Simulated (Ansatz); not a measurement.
Input and output of a relaxation of the atoms for KMg6Nb (P-6m2, 8 atoms in the cell) (Ansatz, a first-principles code).

Computed with LDA (PW92), harder PAW files (source: ansatz) made with PBE (plane waves; Ansatz).

```
KMg6Nb
1.0
    6.50896     0.00000     0.00000
   -3.25448     5.63692     0.00000
    0.00000     0.00000     5.12416
K Mg Nb
1 6 1
Direct
  0.66667   0.33333   0.00000
  0.69877   0.84938   0.00000
  0.15062   0.30123   0.00000
  0.15062   0.84938   0.00000
  0.01339   0.50669   0.50000
  0.49331   0.98661   0.50000
  0.49331   0.50669   0.50000
  0.00000   0.00000   0.50000
```
Moments meant for the start (each program seeds them in its own way; μB, in the order of the atoms K Mg Mg Mg Mg Mg Mg Nb): 0.0 0.0 0.0 0.0 0.0 0.0 0.0 1.0.

Reference input (self-consistent single point, DFT, LDA (PW92), plane waves, harder PAW files (source: ansatz) made with PBE): basis.ecutwfc = 710 eV; kpoints.mp_grid.grid = 3 3 4; hamiltonian.xc = lda; hamiltonian.pseudopotentials = {kind: paw, source: ansatz}; magnetization.spin_polarized = true; scf.occupations.method = fermi_dirac; scf.occupations.width = 0.136 eV. This run's input differs from it in these lines:

```diff
@@ -26,2 +26,3 @@
   occupations: { method: fermi_dirac, width: 0.136 eV }
+relax: {}
 output:
```

Output (repeated stretches shortened):

```
   [... SCF lines of the steps left out ...]
relax step   1: F+E_penalty+E_count = -17353.97464470 eV  Δ(F+E_penalty+E_count) = +0.000e0 eV  max|allowed force component| = 7.915e-2 eV/Å  Δτ_max = 0.0000 Å  (11 SCF iters, dr2 threshold 2.50e-6 eV, accepted)
relax step   2: F+E_penalty+E_count = -17353.97756085 eV  Δ(F+E_penalty+E_count) = -2.916e-3 eV  max|allowed force component| = 5.368e-3 eV/Å  Δτ_max = 0.0141 Å  (7 SCF iters, dr2 threshold 3.92e-7 eV, accepted)
relax step   3: F+E_penalty+E_count = -17353.97756086 eV  Δ(F+E_penalty+E_count) = -1.632e-8 eV  max|allowed force component| = 5.333e-3 eV/Å  Δτ_max = 0.0000 Å  (2 SCF iters, accepted)
the relaxation is at rest under the 12 symmetry operations that the run kept from its start: a minimum is not shown …
the relaxation's final electronic state is not compared with the one that a single-point calculation of its input finds at the relaxed geometry …
Stability not checked: this state was not tested for a lower state beside it, because too few of the mixer's solves of this state at the end of the SCF gave a …
Magnetization: 0.0000 μB (41.0000 up, 41.0000 down)
   [... lines left out ...]
Absolute magnetization: 0.0000 μB (∫|ρ↑−ρ↓|, with the PAW one-centre terms)
Free energy (F): -17353.977561 eV
Fermi energy:    6.494395 eV
   [... lines left out ...]
    - { symbol: Mg, position: [0.15187177048483713, 0.8481282295151629, -2.554807565988448e-20] }
    - { symbol: Mg, position: [0.015618612614950789, 0.5078093063074753, 0.5] }
    - { symbol: Mg, position: [0.49219069369252455, 0.9843813873850491, 0.5] }
    - { symbol: Mg, position: [0.4921906936925246, 0.5078093063074753, 0.5] }
    - { symbol: Nb, position: [-8.103504154564427e-19, -1.8522933360415574e-17, 0.5] }
```

The run converged. 

Summary of the result:
| Quantity | Result |
|---|---|
| Free energy E − TS (on the zero of these files) | -17353.9776 eV |
| Fermi level (on the code's own zero) | 6.49 eV |
| Pressure | -2.37 GPa |
| Largest force (vector length) | 0.005 eV/Å |
| Size of the cell's spin moment | 0.00 μB |
| Relaxation steps | 3 |

The starting cell comes from a database of computed structures (which also holds hypothetical and non-ambient phases and stackings), without a prior relaxation at this level. The starting moments vanished: the run ended non-magnetic. The program warned that a starting moment was not kept. The relaxation keeps the symmetry of its start, so its end need not be a minimum. Ansatz's pressure includes its estimate of the finite-basis (Pulay) stress.

Cost on one core of a shared machine: roughly 2 min.

Keys are those of Ansatz 0.2.
